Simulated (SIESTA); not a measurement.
Band structure of ZrGa₅Co (P4/mmm, 7 atoms in the cell).

```
ZrGa5Co
1.0
    4.10605     0.00000     0.00000
    0.00000     4.10605     0.00000
    0.00000     0.00000     6.57231
Zr Ga Co
1 5 1
Direct
  0.00000   0.00000   0.00000
  0.00000   0.50000   0.30543
  0.00000   0.50000   0.69457
  0.50000   0.00000   0.30543
  0.50000   0.00000   0.69457
  0.50000   0.50000   0.00000
  0.00000   0.00000   0.50000
```

Level of theory: SIESTA with GGA PBEsol, numerical atomic orbitals TZP, PseudoDojo PBEsol standard norm-conserving potentials (rewritten from UPF to PSML).

Settings: XC.functional = GGA; XC.authors = PBEsol; potentials = PseudoDojo PBEsol standard; PAO.BasisSize = TZP; PAO.EnergyShift = 0.01 Ry; MeshCutoff = 300 Ry; kgrid.MonkhorstPack = 5 5 3; OccupationFunction = FD; ElectronicTemperature = 100 meV; MaxSCFIterations = 150; SCF.Mixer.Method = Pulay; SCF.Mixer.Weight = 0.25; SCF.Mixer.History = 8; SCF.DM.Tolerance = 1.0E-05.

The starting cell comes from a database of computed structures (which also holds hypothetical and non-ambient phases and stackings), without a prior relaxation at this level. Spin polarisation is off. Values carry the incompleteness of an atom-centred basis.

Levels in eV from the Fermi level, bands 44 to 49:
| point | 44 | 45 | 46 | 47 | 48 | 49 |
|---|---|---|---|---|---|---|
| Γ | -1.39 | -0.56 | -0.04 | -0.04 | 0.90 | 0.94 |
| X | -1.52 | -1.46 | 0.06 | 0.30 | 0.98 | 1.30 |
| M | -2.76 | -1.81 | -1.45 | -1.20 | -1.20 | 0.17 |
| Z | -1.37 | -1.06 | -0.05 | -0.05 | 0.28 | 0.90 |
| R | -1.97 | -1.56 | -1.44 | 0.28 | 0.41 | 1.04 |
| A | -1.77 | -1.76 | -1.76 | -1.30 | -0.99 | 0.67 |

Bands cross the Fermi level along this path, so the cell is metallic at this level.

Higher empty bands are left out: an atom-centred basis made for the valence describes them poorly.
